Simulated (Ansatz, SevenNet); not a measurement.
For BeTe (model structure, started from the NiAs type, P6₃/mmc, No. 194, 4 atoms in the cell), the machine-learned potential SevenNet-0 (trained on PBE and PBE+U data) gives:

| Property | Value |
|---|---|
| lattice parameter a | 3.742 Å |
| lattice parameter c | 6.150 Å |

What does r²SCAN+rVV10 in Ansatz (plane waves, PAW) give for the same quantities?


- lattice constant a: 3.846 Å (goes up by 2.8 %)
- lattice parameter c: 5.998 Å (falls by 2.5 %)

Changes are worked out from the printed values.

Unless a cell is named, each level is at its own relaxed cell (SevenNet-0 18.64, r²SCAN+rVV10 19.20 Å³/atom).

Ansatz's density-functional and Hartree–Fock values are scalar-relativistic unless marked +SOC, with PAW data made under PBE.

A model structure was made by putting elements into a prototype or built by hand; it is no filed structure, need not be a known phase, and can be a saddle point held by its symmetry.

Ansatz is a first-principles code.
